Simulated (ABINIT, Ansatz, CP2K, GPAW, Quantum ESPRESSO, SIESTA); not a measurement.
## InSe (P6_3/mmc, 8 atoms in the cell) computed with different codes at matched settings

Self-consistent single point.

```xyz
8
Lattice="4.0134 0.0000 0.0000 -2.0067 3.4757 0.0000 0.0000 0.0000 17.3064" Properties=species:S:1:pos:R:3 pbc="T T T"
In     0.0000     2.3172     5.7163
In     2.0067     1.1586    11.5901
In     2.0067     1.1586    14.3695
In     0.0000     2.3172     2.9369
Se     0.0000     2.3172    10.3375
Se     2.0067     1.1586     6.9690
Se     2.0067     1.1586     1.6843
Se     0.0000     2.3172    15.6222
```

Shared settings, as Ansatz (a quantum-chemistry and plane-wave program) writes them: kpoints.mp_grid.grid = 5 5 1; scf.occupations.method = fermi_dirac; scf.occupations.width = 0.05 eV. Potentials and cutoffs stand in the table.

```csv
code,model,pressure (GPa),largest force (eV/Å),gap on the mesh (eV),cutoff
Ansatz,"LDA (PW92), default PAW files made with PBE",-1.33,0.104,0.350,default
GPAW,"LDA (Perdew-Wang 92), GPAW PAW datasets LDA (gpaw-data 1.0.1)",-1.53,0.124,0.342,600 eV
CP2K,"LDA (Pade form), GPW, DZVP-MOLOPT-PBE-GTH basis, GTH-PBE potentials (POTENTIAL_UZH)",0.36,0.322,0.311,grid 500 Ry
SIESTA,"LDA PW92, numerical atomic orbitals TZP, PseudoDojo LDA standard norm-conserving potentials (rewritten from UPF to PSML)",-0.41,0.352,0.278,grid 400 Ry
ABINIT,"LDA (PW92), PAW (JTH v2.0 LDA PAW)",-1.67,0.116,0.336,40 Ry
Quantum ESPRESSO,"LDA (PZ), GBRV 1.5 ultrasoft (LDA) pseudopotentials",-1.85,0.117,0.331,40 Ry
```

Size of the force on each atom (eV/Å): Sizes of forces hide their directions.

```
code                In1    In2    In3    In4    Se5    Se6    Se7    Se8
----------------  -----  -----  -----  -----  -----  -----  -----  -----
Ansatz            0.104  0.104  0.104  0.104  0.011  0.011  0.011  0.011
GPAW              0.124  0.124  0.124  0.124  0.025  0.025  0.025  0.025
CP2K              0.322  0.322  0.321  0.321  0.313  0.313  0.313  0.313
SIESTA            0.352  0.352  0.352  0.352  0.272  0.272  0.272  0.272
ABINIT            0.116  0.116  0.116  0.116  0.001  0.001  0.001  0.001
Quantum ESPRESSO  0.117  0.117  0.117  0.117  0.005  0.005  0.005  0.005
```

Gaps are read on the mesh.

The spread over the programs that give each value: pressure within 2.21 GPa; largest force within 0.248 eV/Å; gap on the mesh within 0.072 eV.

CP2K and SIESTA use small atom-centred bases, whose incompleteness enters pressures, forces and empty levels differently from a plane-wave cutoff. Ansatz's pressure is given at a fixed set of plane waves, as the other plane-wave codes print theirs. The same LDA comes in different parametrisations, which differ slightly. In the pressure, CP2K (by 1.96) and SIESTA (by 1.19) lie more than 1 GPa from the median of the plane-wave programs. In the force vectors, CP2K (by 0.321) and SIESTA (by 0.280) lie more than 0.08 eV/Å from the median of the plane-wave programs.

The starting cell comes from a database of computed structures (which also holds hypothetical and non-ambient phases and stackings), without a prior relaxation at this level. Its lattice was rescaled by a random factor within 2.5 % of one.

Left out of this page: Elk (stopped by limits of time or memory).

Keys are those of Ansatz 0.2.
